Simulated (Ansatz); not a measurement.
## KI in the NiAs type structure (space group P6_3/mmc, No. 194; a hypothetical phase, not in the database extracts checked)

Space group P6₃/mmc (No. 194); a = b = 4.970 Å, c = 8.679 Å, α = β = 90.00°, γ = 120.00°

| atom | site | symmetry | x | y | z |
|---|---|---|---|---|---|
| K | 2a | -3m. | 0.0000 | 0.0000 | 0.0000 |
| I | 2c | -6m2 | 0.3333 | 0.6667 | 0.2500 |

The values are results of PBE/PAW in Ansatz (a program for electronic structure), spin-orbit coupling left out, not measurements. k-mesh 8×8×4 (Γ-centred); smearing 0.05 eV (Fermi–Dirac).

| Property | Result |
|---|---|
| Volume per atom | 46.42 Å³ |
| Density | 2.97 g/cm³ |
| Band gap | 3.78 eV, direct at Γ |
| Electron mass | 0.33 mₑ along c, 0.35 mₑ across |
| Lowest conduction-band minima above the VBM | Γ 3.78 eV; M (1/2, 0, 0) 5.12 eV |
| Total energy | -4526.830 eV/atom (σ→0; compares only within this code and set-up) |

Spin-orbit coupling, missing from the scalar runs, can matter with I. Effective masses come from finite differences of ±0.01 Å⁻¹. Whether these cells are dynamically stable was not tested.
